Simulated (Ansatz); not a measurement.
Abridged Ansatz (a program for electronic structure) output:

```
Relaxation: its limit of steps is 50 (relax.max_steps)
Pseudopotential: Nb, paw, valence charge 13
Pseudopotential: As, paw, valence charge 15
Crystal: 4 atoms, lattice volume = 65.507 Å³
Basis set: ecut = 500 eV, 1657 PW (Γ), exchange–correlation on 192×192×192 points (64 copies of the dense FFT grid, shifted against one another)
Bands: 34, of which v1, the nominal top of the filled ones, is band 28 counted from 1 (27 counted from 0)
Symmetry: 8 space group operations
k-points: 936 of 12167 (time reversal used)
Functional: x = r2scan, c = r2scan; τ floored in thin density (d = 2e-4 eV/Å³)
SCF iter   1: F=—  HF=-18859.359327 eV  |F-HF|=—  |Δ(HF+E_count)|=         —  Δρ=1.38e-2  dr2=1.68e-1  dr2_τ=3.83e-2  ethr=1.77e-3  ⟨swp⟩=5.4  Hψ=118855  notcnv=0
SCF iter   2: F=—  HF=-18859.392765 eV  |F-HF|=—  |Δ(HF+E_count)|=   3.34e-2  Δρ=6.76e-3  dr2=2.90e-2  dr2_τ=2.57e-3  ethr=3.01e-4  ⟨swp⟩=2.2  Hψ=57252  notcnv=0  defer=44
SCF 1 converged in 10 iterations: F = -18859.395858 eV  dr2 = 2.01e-11
relax step   1: F+E_penalty+E_count = -18859.39585778 eV  Δ(F+E_penalty+E_count) = +0.000e0 eV  max|allowed force component| = 3.714e-2 eV/Å  Δτ_max = 0.0000 Å  (10 SCF iters, accepted)
Crystal: 4 atoms, lattice volume = 65.507 Å³
SCF iter   1: F=—  HF=-18859.395583 eV  |F-HF|=—  |Δ(HF+E_count)|=         —  Δρ=1.61e-4  dr2=1.08e-5  dr2_τ=6.85e-4  ethr=1.88e-8  ⟨swp⟩=2.0  Hψ=96291  notcnv=0  defer=16
SCF iter   2: F=—  HF=-18859.395973 eV  |F-HF|=—  |Δ(HF+E_count)|=   3.90e-4  Δρ=1.34e-4  dr2=6.70e-6  dr2_τ=4.13e-7  ethr=1.88e-8  ⟨swp⟩=2.0  Hψ=58608  notcnv=0  defer=16
SCF 2 converged in 7 iterations: F = -18859.395940 eV  dr2 = 6.68e-11
relax step   2: F+E_penalty+E_count = -18859.39594014 eV  Δ(F+E_penalty+E_count) = -8.236e-5 eV  max|allowed force component| = 1.677e-2 eV/Å  Δτ_max = 0.0020 Å  (7 SCF iters, accepted)
Crystal: 4 atoms, lattice volume = 65.507 Å³
SCF iter   1: F=—  HF=-18859.395958 eV  |F-HF|=—  |Δ(HF+E_count)|=         —  Δρ=5.01e-5  dr2=1.04e-6  dr2_τ=6.67e-5  ethr=1.87e-8  ⟨swp⟩=3.0  Hψ=76019  notcnv=0  defer=16
SCF iter   2: F=—  HF=-18859.395961 eV  |F-HF|=—  |Δ(HF+E_count)|=   3.36e-6  Δρ=4.20e-5  dr2=6.53e-7  dr2_τ=4.04e-8  ethr=1.85e-9  ⟨swp⟩=2.0  Hψ=66092  notcnv=0  defer=16
SCF 3 converged in 5 iterations: F = -18859.395961 eV  dr2 = 2.57e-10
relax step   3: F+E_penalty+E_count = -18859.39596137 eV  Δ(F+E_penalty+E_count) = -2.123e-5 eV  max|allowed force component| = 1.438e-5 eV/Å  Δτ_max = 0.0006 Å  (5 SCF iters, accepted)
Crystal: 4 atoms, lattice volume = 65.507 Å³
SCF iter   1: F=—  HF=-18859.395961 eV  |F-HF|=—  |Δ(HF+E_count)|=         —  Δρ=6.14e-7  dr2=2.57e-10  dr2_τ=1.23e-11  ethr=1.00e-12  ⟨swp⟩=2.3  Hψ=137834  notcnv=0  defer=16
SCF iter   2: F=-18859.395961 eV  HF=-18859.395961 eV  |F-HF|=3.64e-11  |Δ(HF+E_count)|=  9.09e-11  Δρ=3.99e-7  dr2=1.12e-10  dr2_τ=3.90e-12  ethr=1.00e-12  ⟨swp⟩=4.0  Hψ=93226  notcnv=0
SCF 4 converged in 2 iterations: F = -18859.395961 eV  dr2 = 1.12e-10
SCF converged after 2 iterations
Free energy (F): -18859.395961 eV
Internal energy: -18859.376533 eV  (E = F + TS)
E sigma→0 (E₀):  -18859.386247 eV
Entropy (-TS):   -0.019429 eV (-4.857 meV/atom)
Fermi energy:    17.475829 eV
--- Forces (eV/Å), atoms counted from 1 ---
  atom   1  Nb    -0.00000000     0.00000000    -0.00001603
  atom   2  Nb     0.00000000    -0.00000000    -0.00001603
  atom   3  As    -0.00000000     0.00000000     0.00001245
  atom   4  As     0.00000000     0.00000000     0.00001245
--- Stress (GPa, compression-positive) ---
       15.143264       0.000000      -0.000000
        0.000000      15.143264       0.000000
       -0.000000      -0.000000      12.841229
  P = ⅓ Tr σ = 14.3759 GPa (143.759 kbar)
--- Relaxed structure (3 steps of the walk, 3 accepted, 0 SCFs on fresh bases) ---
  atoms:
    - { symbol: Nb, position: [0.9989890704742788, 0.9989890704742788, 4.98104574450194e-34] }
    - { symbol: Nb, position: [0.7489890704742788, 0.24898907047427876, 0.49999999999999994] }
    - { symbol: As, position: [0.4170109295257213, 0.4170109295257213, 1.880144279230607e-34] }
    - { symbol: As, position: [0.16701092952572127, 0.6670109295257212, 0.49999999999999994] }
```

Problem. What was computed, and what are the main results?

Solution. NbAs, 4 atoms in the cell, with r2SCAN in Ansatz (plane waves to 500 eV, PAW, no SOC). The last SCF converged to F = -18859.395961 eV, or -4714.8490 eV per atom, at a pressure of 14.38 GPa. The total energy compares only with runs of the same code, potentials and settings.

The cells carry an imposed strain or load. Whether these cells are dynamically stable was not tested. All final runs are without spin polarisation. The cell was made from NbAs (space group I4_1md, No. 109) by this change: isotropic strain −2.35 %.

Keys are those of Ansatz 0.2.
